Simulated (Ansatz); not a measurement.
# ScAl3: response to strain

The parent structure is ScAl$_{3}$ in the Cu3Au type structure (space group Pm-3m, No. 221; a = 4.107 Å; relaxed with 0.1 eV smearing).

Strains are applied to the cell and any free atomic positions relax.

The values are results of DFT with PBE, PAW potentials and a 420 eV plane-wave cutoff in Ansatz (a program for electronic structure), no SOC, earlier PAW set, not measurements.

Notes on the quantities. energy relative to the base: free energy F.

| isotropic strain (%) | energy relative to the base (meV/atom) |
|---|---|
| -3.47 | 56.4 |
| 0 | 0.0 |
| 0.62 | ? |
| 4.29 | 67.5 |
| 4.86 | 85.1 |

Q: Fit ΔE = Aε² + Bε³ (ε in %) to the rows shown and predict the withheld row.

A: Least squares on the printed values gives A = 4.23 and B = -0.13 meV/atom (largest residual 0.1 meV/atom); this predicts 1.6 meV/atom, and the run gives 1.6 meV/atom, in agreement.

Whether these cells are dynamically stable was not tested. The final runs are not spin-polarised.
